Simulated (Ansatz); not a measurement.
For CsCl-type AuZn (cubic form, which distorts at low temperature), PBEsol+SOC (PAW; Ansatz, a quantum-chemistry and plane-wave program) gives:

- lattice constant a: 3.123 Å
- bulk modulus: 146 GPa

### Question
What does r²SCAN+SOC in Ansatz (PAW) give for the same quantities?

### Answer

- lattice constant a: 3.143 Å (rises by 0.6 %)
- bulk modulus: 139 GPa (drops by 4.8 %)

For comparison: bulk modulus 131 GPa (measured, temperature not stated, no zero-point or thermal correction; as tabulated in Nepal et al. (2020), arXiv:2007.11150).

Changes are worked out from the printed values.

Unless a cell is named, each level is at its own relaxed cell (PBEsol+SOC 15.23, r²SCAN+SOC 15.52 Å³/atom).

Levels without +SOC leave out spin–orbit coupling, which shifts energies and cells of such heavy elements.

Caveats: symmetry holds this phase in the static calculation, where it need not be a minimum (PBEsol+SOC, r²SCAN+SOC). Ansatz's density-functional and Hartree–Fock values are scalar-relativistic unless marked +SOC, with PAW data made under PBE.
